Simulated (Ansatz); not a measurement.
Functionals compared on Cl on the 1x1 (111) surface of fcc Pd, one in a 2x2 cell, started at the site 'bridge Pd-Pd (span 2.8 Å)', in Ansatz (plane waves, PAW). The structure was relaxed with PBE; the other rows are single points on it, each with its references at the same level. Cutoff 420 eV (500 eV for r2SCAN).

Set-up: 17 atoms, 6.8 Å thick at the start under the adsorbate (thin: gaps and levels are the slab's own); mesh 6x6x1; 0.1 eV smearing; dipole correction on; 8 atoms held, the rest relaxed; start symmetry kept, larger cells not searched; no spin, no spin-orbit, no U, no dispersion correction. At the end it is bonded to 3 Pd. In PBE it is, or lies within 0.03 eV of, the lowest of the starts that converged. These notes are the PBE run's. Adsorption energies are against ½ Cl2(g). A negative adsorption energy means that the adsorbate is more stable on the surface than in its reference.

```csv
functional,adsorption energy (eV),work function of the top face (eV),change of the work function (eV),rough cost of the single point
PBE,-1.65,5.42,0.19,–
RPBE,-1.37,5.31,0.26,very roughly 2.0 core-minutes
r2SCAN,-2.05,5.57,0.34,roughly 6 core-minutes
```

Ansatz is a quantum-chemistry and plane-wave program.
